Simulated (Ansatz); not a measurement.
A calculation on Ge2Sb2Te5 (P-3m1, No. 164, 9 atoms in the cell; start mp-3534) returned lattice constant a 4.263 Å, lattice parameter c 18.071 Å, cohesive energy 2.86 eV/atom.

Which level of theory produced these numbers?
A. PBEsol (Ansatz, a quantum-chemistry and plane-wave program)
B. r²SCAN+rVV10 (Ansatz)
C. r²SCAN (Ansatz)
D. PBE (Ansatz)

D, PBE (Ansatz)

The others give: PBEsol 4.202 Å, 17.098 Å, 3.27 eV/atom; r²SCAN 4.231 Å, 18.227 Å, 2.75 eV/atom; r²SCAN+rVV10 4.214 Å, 17.675 Å, 2.99 eV/atom.

Unless a cell is named, each level is at its own relaxed cell (PBE 31.60, PBEsol 29.05, r²SCAN 31.40, r²SCAN+rVV10 30.21 Å³/atom).

Caveats: the relaxation could not lower the start's symmetry, so the cell can be a saddle point above a distorted one (PBEsol, r²SCAN, r²SCAN+rVV10, PBE). Ansatz's density-functional and Hartree–Fock values are scalar-relativistic unless marked +SOC, with PAW data made under PBE.

A start named mp-… is a Materials Project structure, which need not be a measured phase.
